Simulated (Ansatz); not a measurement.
Consider HfN in the rock salt structure (space group Fm-3m, No. 225).

```yaml
crystal:
  lattice:
    - [0.00000, 2.23406, 2.23406]
    - [2.23406, 0.00000, 2.23406]
    - [2.23406, 2.23406, 0.00000]
  atoms:
    - { symbol: Hf, position: [0.00000, 0.00000, 0.00000] }
    - { symbol: N, position: [0.50000, 0.50000, 0.50000] }
```

Method: LDA, PAW, 420 eV (Ansatz, a program for electronic structure; scalar-relativistic without spin-orbit coupling).

For the base:

| Property | Value |
|---|---|
| Volume per atom | 11.15 Å³ |

It is then changed as follows: cell and atoms relaxed at a pressure of 22.5 GPa.

Task: Estimate the effect on the volume per atom.

Result: The volume per atom decreases by 0.70 Å³ (11.15 Å³ → 10.45 Å³).

Load acts through the strain it causes; cell and atoms are relaxed under it. Whether these cells are dynamically stable was not tested. Competing high-pressure phases were not computed. The final runs are not spin-polarised. An odd electron count without spin: HfN.
